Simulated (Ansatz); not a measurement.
**Gaps and masses across 11 crystals of space group F-43m**

All by r2SCAN with spin-orbit coupling, rigid bands in Ansatz (a quantum-chemistry and plane-wave program); geometry: cell and atoms relaxed with r2SCAN.

| Crystal | volume per atom (Å³) | band gap | electron conductivity mass | hole conductivity mass | E_g(mₑ/m* − 1) |
|---|---|---|---|---|---|
| GaAs | 22.7 | 0.86 eV | 0.058 mₑ | 0.40 mₑ | 14.0 eV |
| CdTe | 35.3 | 0.91 eV | 0.094 mₑ | 0.57 mₑ | 8.7 eV |
| CdSe | 28.8 | 0.93 eV | 0.103 mₑ | 0.79 mₑ | 8.0 eV |
| InP | 25.8 | 1.00 eV | 0.084 mₑ | 0.57 mₑ | 10.9 eV |
| BP | 11.7 | 1.40 eV | 0.32 mₑ | 0.40 mₑ | - |
| SiC | 10.3 | 1.71 eV | 0.30 mₑ | 0.68 mₑ | - |
| ZnSe | 22.7 | 1.75 eV | 0.133 mₑ | 0.68 mₑ | 11.4 eV |
| GaP | 20.3 | 1.82 eV | 0.34 mₑ | 0.48 mₑ | - |
| BeTe | 22.6 | 2.09 eV | 0.38 mₑ | 0.40 mₑ | - |
| ZnS | 19.6 | 2.69 eV | 0.20 mₑ | 0.87 mₑ | 10.4 eV |
| BeS | 14.4 | 3.56 eV | 0.37 mₑ | 0.79 mₑ | - |

The last column is given only where the electrons sit in one nearly round valley (density-of-states mass close to the conductivity mass).

Question: Does the electron mass follow the gap, and the gap the size of the cell?

Answer: The mass follows the gap loosely (rank correlation 0.81), and the gap follows the volume per atom loosely and inversely (-0.62). Rows with one valley and with several are mixed here. Lightest electrons: GaAs (F-43m); heaviest: BeTe (F-43m).

Question: Two-band k·p theory gives mₑ/m* = 1 + E_P/E_g for a minimum at Γ. Does one E_P serve the rows of the last column?

Answer: The column has a median of 10.7 eV and runs from 8.0 to 14.0 eV. So one E_P doesn't describe the set. The rule holds for a direct gap between s-like and p-like states; remote bands and masses at 300 K (above the band-edge mass in narrow gaps) make the implied E_P low.

Masses are for dilute carriers at 300 K, harmonic means over directions unless an axis is named.
